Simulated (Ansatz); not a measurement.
# PbSe: response to strain

Take PbSe in the rock salt structure (space group Fm-3m, No. 225; a = 6.178 Å) as the base. Axes: x, y, z lie along the cube axes.

Strains are applied to the cell and any free atomic positions relax; under biaxial strain the out-of-plane vector relaxes too.

Level of theory: r2SCAN (Ansatz, a first-principles code, PAW, without spin-orbit coupling).

Problem. Only one of these has a direct gap. Which?
A) strain tensor (xx, yy, zz, yz, xz, xy) = (+1.88, −1.50, −0.27, +0.20, −1.91, −0.45) %
B) biaxial strain +3.29 %, plane normal [111], relaxed out of plane
C) uniaxial strain ε_xx = +1.42 %

Solution. C, uniaxial strain ε_xx = +1.42 %. Computed: uniaxial strain ε_xx = +1.42 %: direct at N; biaxial strain +3.29 %, plane normal [111], relaxed out of plane: indirect, L → T; strain tensor (xx, yy, zz, yz, xz, xy) = (+1.88, −1.50, −0.27, +0.20, −1.91, −0.45) %: indirect, X → R

Spin-orbit coupling, missing from the scalar runs, can matter with Pb. Whether these cells are dynamically stable was not tested. k-point labels follow each cell's own Brillouin zone.
